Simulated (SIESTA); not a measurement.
## SIESTA run on Lu₂MgGe₂ (P4/mbm, 10 atoms in the cell): self-consistent single point

Level of theory: GGA PBEsol, numerical atomic orbitals TZP, PseudoDojo PBEsol standard norm-conserving potentials (rewritten from UPF to PSML) in SIESTA.

The input file:

```
# files in the folder: Mg.psml Lu.psml Ge.psml (PseudoDojo PBEsol standard)
SystemName  Lu2MgGe2
SystemLabel lu2mgge2

NumberOfAtoms                10
NumberOfSpecies              3
%block ChemicalSpeciesLabel
  1 12 Mg
  2 71 Lu
  3 32 Ge
%endblock ChemicalSpeciesLabel
LatticeConstant              1.0 Bohr
%block LatticeVectors
    13.422101054    0.000000000    0.000000000
     0.000000000   13.422101054    0.000000000
     0.000000000    0.000000000    7.808726292
%endblock LatticeVectors
AtomicCoordinatesFormat      ScaledCartesian
%block AtomicCoordinatesAndAtomicSpecies
     0.000000000    0.000000000    0.000000000  1
     6.711050527    6.711050527    0.000000000  1
     4.338023061    2.373027466    3.904363146  2
     9.084077993   11.049073587    3.904363146  2
    11.049073587    4.338023061    3.904363146  2
     2.373027466    9.084077993    3.904363146  2
     8.388544716    1.677494190    0.000000000  3
     5.033556337   11.744606864    0.000000000  3
    11.744606864    8.388544716    0.000000000  3
     1.677494190    5.033556337    0.000000000  3
%endblock AtomicCoordinatesAndAtomicSpecies

XC.functional                GGA
XC.authors                   PBEsol
PAO.BasisSize                TZP
PAO.EnergyShift              0.01 Ry
MeshCutoff                   350 Ry
%block kgrid.MonkhorstPack
    3   0   0  0.5
    0   3   0  0.5
    0   0   5  0.5
%endblock kgrid.MonkhorstPack
OccupationFunction           MP
OccupationMPOrder            0
ElectronicTemperature        272.0 meV

MaxSCFIterations             150
SCF.Mixer.Method             Pulay
SCF.Mixer.Weight             0.25
SCF.Mixer.History            8
SCF.DM.Tolerance             1.0E-04
Diag.ParallelOverK           true
WriteForces                  true
```

Output, abridged:

```
reinit: Reading from file input.fdf

reinit: System Name: Lu2MgGe2
reinit: System Label: lu2mgge2

coor:   Atomic-coordinates input format  =     Cartesian coordinates
coor:                                          (in units of alat)

siesta: Atomic coordinates (Bohr) and species
siesta:      0.00000   0.00000   0.00000  1        1
siesta:      6.71105   6.71105   0.00000  1        2
siesta:      4.33802   2.37303   3.90436  2        3
siesta:      9.08408  11.04907   3.90436  2        4
siesta:     11.04907   4.33802   3.90436  2        5
siesta:      2.37303   9.08408   3.90436  2        6
siesta:      8.38854   1.67749   0.00000  3        7
siesta:      5.03356  11.74461   0.00000  3        8
siesta:     11.74461   8.38854   0.00000  3        9
siesta:      1.67749   5.03356   0.00000  3       10

siesta: System type = bulk

initatomlists: Number of atoms, orbitals, and projectors:     10   292   216

siesta: ******************** Simulation parameters ****************************
redata: Spin configuration                          = none
redata: Time-Reversal Symmetry                      = T
redata: Number of Atomic Species                    =        3
redata: Mesh Cutoff                                 =   350.0000 Ry
redata: Net charge of the system                    =     0.0000 |e|
redata: Min. number of SCF Iter                     =        0
redata: Max. number of SCF Iter                     =      150
redata: SCF convergence failure will abort job
redata: SCF mix quantity                            = Hamiltonian
redata: Mix DM or H after convergence               =   F
redata: Recompute H after scf cycle                 =   F
redata: Mix DM in first SCF step                    =   T
redata: No kicks to SCF
redata: DM Mixing Weight for Kicks                  =     0.5000
redata: Require Harris convergence for SCF          =   F
redata: Harris energy tolerance for SCF             =     0.000100 eV
   [... lines left out ...]
diag: Used triangular part                          = Lower
diag: Absolute tolerance                            =  0.100E-15
diag: Orthogonalization factor                      =  0.100E-05
diag: Memory factor                                 =  1.0000

superc: Internal auxiliary supercell:     5 x     5 x     5  =     125
superc: Number of atoms, orbitals, and projectors:   1250  36500  27000

                        Single-point calculation

superc: Internal auxiliary supercell:     5 x     5 x     5  =     125
superc: Number of atoms, orbitals, and projectors:   1250  36500  27000

outcell: Unit cell vectors (Ang):
        7.102670    0.000000    0.000000
        0.000000    7.102670    0.000000
        0.000000    0.000000    4.132200

outcell: Cell vector modules (Ang)   :    7.102670    7.102670    4.132200
outcell: Cell angles (23,13,12) (deg):     90.0000     90.0000     90.0000
outcell: Cell volume (Ang**3)        :    208.4609
new_DM -- step:     1
Initializing Density Matrix...

Attempting to read DM from file... Failed...
DM filled with atomic data:

InitMesh: MESH = 80 x 80 x 48 = 307200
InitMesh: Mesh cutoff (required, used) =   350.000   350.622 Ry

stepf: Methfessel-Paxton step function
       Using Hermite-Gauss polynomials of order  0
        iscf     Eharris(eV)        E_KS(eV)     FreeEng(eV)     dDmax    Ef(eV) dHmax(eV)
   scf:    1   -39706.427432   -39746.816970   -39746.944697  2.466988 -3.538325 10.926207
   scf:    2   -39761.490821   -39755.873922   -39755.988018  0.539380 -3.804019  3.154073
   scf:    3   -39756.887318   -39756.459018   -39756.574870  0.141946 -3.862700  1.932460
   scf:    4   -39756.572287   -39756.547939   -39756.660718  0.107291 -3.909810  0.538600
   scf:    5   -39756.578440   -39756.565443   -39756.677297  0.016656 -3.901015  0.182249
   scf:    6   -39756.567701   -39756.567841   -39756.679735  0.013123 -3.896686  0.090676
   scf:    7   -39756.568277   -39756.568089   -39756.680102  0.002306 -3.898144  0.047190
   scf:    8   -39756.567902   -39756.568030   -39756.680243  0.002283 -3.899719  0.003006
   scf:    9   -39756.567963   -39756.567997   -39756.680244  0.000262 -3.899966  0.002834
   scf:   10   -39756.568028   -39756.568013   -39756.680244  0.000116 -3.899893  0.000335
   scf:   11   -39756.568016   -39756.568015   -39756.680244  0.000018 -3.899881  0.000059
SCF Convergence by DM+H criterion
max |DM_out - DM_in|         :     0.0000176125
max |H_out - H_in|      (eV) :     0.0000587621
SCF cycle converged after 11 iterations

Using DM_out to compute the final energy and forces

siesta: E_KS(eV) =           -39756.5680

siesta: E_KS - E_eggbox =    -39756.5680

siesta: Atomic forces (eV/Ang):
     1   -0.000008    0.000000    0.000000
     2    0.000008    0.000002    0.000000
     3    0.013479   -0.013484   -0.000000
     4   -0.013487    0.013482   -0.000000
     5    0.013487    0.013481   -0.000000
     6   -0.013479   -0.013485   -0.000000
     7    0.145675    0.145681    0.000000
     8   -0.145683   -0.145678    0.000000
     9   -0.145675    0.145680    0.000000
    10    0.145683   -0.145678    0.000000
   Tot   -0.000000   -0.000000    0.000000
   Max    0.145683
   Res    0.075550    sqrt( Sum f_i^2 / 3N )
   Max    0.145683    constrained

Stress tensor Voigt[x,y,z,yz,xz,xy] (kbar):       24.23       24.23       46.48        0.00        0.00       -0.00
(Free)E + p*V (eV/cell)   -39760.7981
Target enthalpy (eV/cell)   -39756.6802

siesta: Program's energy decomposition (eV):
siesta: Ebs     =     -3925.841930
siesta: Eions   =     50717.861503
siesta: Ena     =      3662.398877
siesta: Ekin    =     25973.888910
siesta: Enl     =    -12041.239868
siesta: Eso     =         0.000000
siesta: Edftu   =         0.000000
siesta: DEna    =       159.870214
siesta: DUscf   =         4.261343
siesta: DUext   =         0.000000
siesta: Ex      =     -6402.190311
siesta: Ec      =      -395.695678
siesta: Exc     =     -6797.885989
siesta: Eharris =    -39756.568016
siesta: Etot    =    -39756.568015
siesta: FreeEng =    -39756.680244

siesta: Atomic forces (eV/Ang):
siesta:      1   -0.000008    0.000000    0.000000
siesta:      2    0.000008    0.000002    0.000000
siesta:      3    0.013479   -0.013484   -0.000000
siesta:      4   -0.013487    0.013482   -0.000000
siesta:      5    0.013487    0.013481   -0.000000
siesta:      6   -0.013479   -0.013485   -0.000000
siesta:      7    0.145675    0.145681    0.000000
siesta:      8   -0.145683   -0.145678    0.000000
siesta:      9   -0.145675    0.145680    0.000000
siesta:     10    0.145683   -0.145678    0.000000
siesta: ----------------------------------------
siesta:    Tot   -0.000000   -0.000000    0.000000

siesta: Stress tensor (static) (eV/Ang**3):
siesta:     0.015125   -0.000000    0.000000
siesta:    -0.000000    0.015125   -0.000000
siesta:     0.000000    0.000000    0.029011

siesta: Cell volume =        208.460900 Ang**3

siesta: Pressure (static):
siesta:                Solid            Molecule  Units
siesta:          -0.00021514         -0.00019810  Ry/Bohr**3
siesta:          -0.01975340         -0.01818834  eV/Ang**3
siesta:         -31.64844049        -29.14092628  kBar
```

The run converged in 11 iterations.

The starting cell comes from a database of computed structures (which also holds hypothetical and non-ambient phases and stackings), without a prior relaxation at this level. Values carry the incompleteness of an atom-centred basis. With a pressure of about -3 GPa the cell is away from its equilibrium volume at this level.

Cost on one core of a shared machine: roughly 6 min.
